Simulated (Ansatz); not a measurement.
**Pressure series in YN**

Consider YN in the rock salt structure (space group Fm-3m, No. 225; a = 4.906 Å).

Cell and atoms are relaxed at each pressure.

Levels (all Ansatz, a program for electronic structure, PAW): PBE (420 eV, no spin-orbit coupling); PBEsol (420 eV, spin-orbit coupling left out).

The base cell above is that of PBE; each level relaxes its own structures.

```tsv
case	lattice parameter a, PBE	lattice parameter a, PBEsol
pressure −2 GPa	9.310 bohr	…
pressure −1 GPa	9.290 bohr	9.195 bohr
pressure 0.3 GPa	9.265 bohr	…
pressure 0.7 GPa	9.257 bohr	…
pressure 1.5 GPa	9.242 bohr	9.151 bohr
pressure 3 GPa	9.215 bohr	9.125 bohr
pressure 5 GPa	9.180 bohr	9.093 bohr
pressure 7.5 GPa	9.139 bohr	9.055 bohr
pressure 10 GPa	9.100 bohr	…
```

Q: Complete the table.

A: 
- pressure −2 GPa, lattice parameter a, PBEsol: 9.213 bohr
- pressure 0.3 GPa, lattice parameter a, PBEsol: 9.172 bohr
- pressure 0.7 GPa, lattice parameter a, PBEsol: 9.165 bohr
- pressure 10 GPa, lattice parameter a, PBEsol: 9.018 bohr

PBE lies above PBEsol in every row, by 0.082 bohr to 0.097 bohr. They put the cases in the same order.

The mesh was chosen for an insulator and is coarse for the gapless case. Load acts through the strain it causes; cell and atoms are relaxed under it. No phonon test of stability was made. Competing high-pressure phases were not computed. The base started in P3_121 and relaxed to Fm-3m at this level. All final runs are without spin polarisation.
